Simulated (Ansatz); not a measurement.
Here is the system:

```yaml
crystal:
  lattice:
    - [0.00000, 2.97263, 2.97263]
    - [2.97263, 0.00000, 2.97263]
    - [2.97263, 2.97263, 0.00000]
  atoms:
    - { symbol: Li, position: [0.75000, 0.75000, 0.75000] }
    - { symbol: Li, position: [0.25000, 0.25000, 0.25000] }
    - { symbol: Se, position: [0.00000, 0.00000, 0.00000] }
```

Computed with PBEsol, rigid bands (plane waves, PAW, scalar-relativistic; Ansatz, a program for electronic structure). Cell: cell and atoms relaxed with PBEsol.

What conductivity effective mass do dilute electrons have at 300 K?

0.38 mₑ.

And the band gap?

2.82 eV at this level; semilocal functionals usually fall short of the measured gap.

Rigid bands, one relaxation time for all states, no polarons. Spin-orbit coupling is left out; where it splits the top of the valence band it changes the hole mass and lowers the gap by about a third of the splitting.

Formula and space group known from diffraction (Crystallography Open Database), not checked to be the room-temperature form: Li2Se (Fm-3m).
